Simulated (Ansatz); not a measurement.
Take Be2Si (space group Fm-3m, No. 225; a = 5.2838 Å; a model cell, its experimental status unchecked) as the base.

(Cell as relaxed with PBE.)

Levels (all Ansatz, a first-principles code, PAW): PBE (420 eV, without spin-orbit coupling); PBEsol (420 eV, no spin-orbit coupling).

Each level relaxes its own structure.

```json
[
 {"quantity": "volume per atom", "PBE": "12.29 Å³", "PBEsol": "?"},
 {"quantity": "lattice parameter a", "PBE": "528.4 pm", "PBEsol": "?"},
 {"quantity": "band gap", "PBE": "zero", "PBEsol": "?"}
]
```

What does PBEsol give?


- volume per atom, PBEsol: 12.13 Å³
- lattice parameter a, PBEsol: 526.0 pm
- band gap, PBEsol: zero

PBE's volume per atom lies 0.16 Å³ above PBEsol's (1.4 %); PBE's lattice parameter a lies 2.4 pm above PBEsol's (0.4 %); the two agree on the band gap. Neither level is exact; PBEsol is the comparison here, not a measurement.

Whether these cells are dynamically stable was not tested. All final runs are without spin polarisation.
